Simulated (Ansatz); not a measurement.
## hypothetical diamond Os with two functionals, isotropic strain −3.47 %

Take Os in the diamond structure (space group Fd-3m, No. 227; a = 5.557 Å; a hypothetical phase, not in the database extracts checked; relaxed with 0.1 eV smearing) as the base.

(Cell as relaxed with PBE.)

Levels (all Ansatz, a quantum-chemistry and plane-wave program, PAW): PBE (420 eV, no SOC); PBEsol (420 eV, scalar-relativistic without spin-orbit coupling).

Each level relaxes its own structure.

```
base                      PBE    PBEsol
-------------------  --------  --------
volume per atom      21.45 Å³  20.82 Å³
lattice parameter a   5.557 Å   5.502 Å
band gap                 zero      zero
```

Perturbation: every lattice vector is shortened by 3.47 %, atoms relaxed at fixed cell.

```json
[
 {"quantity": "pressure", "PBE": "27.6 GPa", "PBEsol": "(withheld)"},
 {"quantity": "energy relative to the base (free energy F)", "PBE": "+168 meV/atom", "PBEsol": "(withheld)"},
 {"quantity": "band gap", "PBE": "zero", "PBEsol": "(withheld)"}
]
```

Task: What does PBEsol give?

Result: 
- pressure, PBEsol: 30.0 GPa
- energy relative to the base (free energy F), PBEsol: +178 meV/atom
- band gap, PBEsol: zero

PBE's pressure lies 2.4 GPa below PBEsol's; PBE's energy relative to the base lies 9.5 meV/atom below PBEsol's; the two agree on the band gap. Neither level is exact; PBEsol is the comparison here, not a measurement.

Whether these cells are dynamically stable was not tested. The final runs are not spin-polarised.
